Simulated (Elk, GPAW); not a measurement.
A GPAW input for a self-consistent single point of CaCuSi (P-6m2, 3 atoms in the cell) (DFT PBEsol, plane waves, GPAW PAW datasets PBEsol (made by gpaw-setup)):

```python
from ase import Atoms
from ase.units import GPa
from gpaw import GPAW

atoms = Atoms(['Ca', 'Si', 'Cu'],
              cell=[[4.039393, 0.000000, 0.000000],
                    [-2.019697, 3.498217, 0.000000],
                    [0.000000, 0.000000, 3.999390]],
              positions=[[0.000000, 0.000000, 0.000000],
                         [-0.000002, 2.332146, 1.999695],
                         [2.019698, 1.166071, 1.999695]],
              pbc=True)

calc = GPAW(mode={'name': 'pw', 'ecut': 850},
            xc='PBEsol',
            kpts={'size': (8, 8, 7), 'gamma': True},
            occupations={'name': 'methfessel-paxton', 'width': 0.1, 'order': 0},
            nbands=-11,
            convergence={'density': 1e-05, 'energy': 1e-05},
            symmetry={'symmorphic': False, 'tolerance': 0.0005},
            maxiter=150,
            txt='-')

atoms.calc = calc

energy = atoms.get_potential_energy()
print('Energy (eV):', round(energy, 6))
forces = atoms.get_forces()
print('Forces (eV/Ang):')
print(forces.round(5))
stress = atoms.get_stress()
print('Stress (GPa, Voigt):', (stress / GPa).round(4))
```

Q: Give the Elk input for the same structure, mesh, smearing and functional.

A: This is the input that was run; spellings and numerical settings could be chosen otherwise.

```
tasks
  0

xctype
  22

tforce
  .true.

rgkmax
  7.5

gmaxvr
  18.0

lmaxapw
  10

lmaxo
  8

nxlo
  2

lorbcnd
  .true.

lradstp
  2

nrmtscf
  2.0

rmtscf
  0.92

lmaxi
  4

stype
  0

swidth
  0.00367493

avec
    7.6333465301    0.0000004608    0.0000000000
   -3.8166736641    6.6106717805    0.0000000000
    0.0000000000    0.0000000000    7.5577517656

atoms
  3   : nspecies
  'Ca.in'   : spfname
  1   : natoms; atposl, bfcmt below
  0.0000000000  0.0000000000  0.0000000000    0.0 0.0 0.0
  'Si.in'   : spfname
  1   : natoms; atposl, bfcmt below
  0.3333333333  0.6666666667  0.5000000000    0.0 0.0 0.0
  'Cu.in'   : spfname
  1   : natoms; atposl, bfcmt below
  0.6666666667  0.3333333333  0.5000000000    0.0 0.0 0.0

ngridk
  8 8 7
```

Basis settings and potentials, where a program has them, do not carry over. This input uses DFT, PBEsol, all-electron FP-LAPW, Elk's shipped species files, APW+lo basis with extra local orbitals.

The starting cell comes from a database of computed structures (which also holds hypothetical and non-ambient phases and stackings), without a prior relaxation at this level. For this run, on top of that: lattice scaled by 0.98.
